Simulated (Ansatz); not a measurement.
# hypothetical P-3m1 Cd3N2 with two functionals

Take Cd3N2 (space group P-3m1, No. 164; a = 3.707 Å, c = 6.599 Å; a hypothetical phase, not in the database extracts checked) as the base.

(Cell as relaxed with PBE.)

Levels (all Ansatz, a program for electronic structure, PAW): PBE (420 eV, no spin-orbit coupling); PBEsol (420 eV, no SOC).

Each level relaxes its own structure.

```csv
quantity,PBE,PBEsol
volume per atom,15.71 Å³,?
lattice parameter a,3.707 Å,?
lattice parameter c,6.599 Å,?
band gap,zero,?
```

Q: Given the PBE results, estimate those of PBEsol.

A: 
- volume per atom, PBEsol: 14.83 Å³
- lattice parameter a, PBEsol: 3.666 Å
- lattice parameter c, PBEsol: 6.370 Å
- band gap, PBEsol: zero

PBE's volume per atom lies 0.88 Å³ above PBEsol's (5.9 %); PBE's lattice parameter a lies 0.041 Å above PBEsol's (1.1 %); PBE's lattice parameter c lies 0.229 Å above PBEsol's (3.6 %); the two agree on the band gap. Neither level is exact; PBEsol is the comparison here, not a measurement.

Stability against distortions was not tested. All final runs are without spin polarisation. A zero or small gap of Cd3N2 can be the functional's error rather than a property of the material.
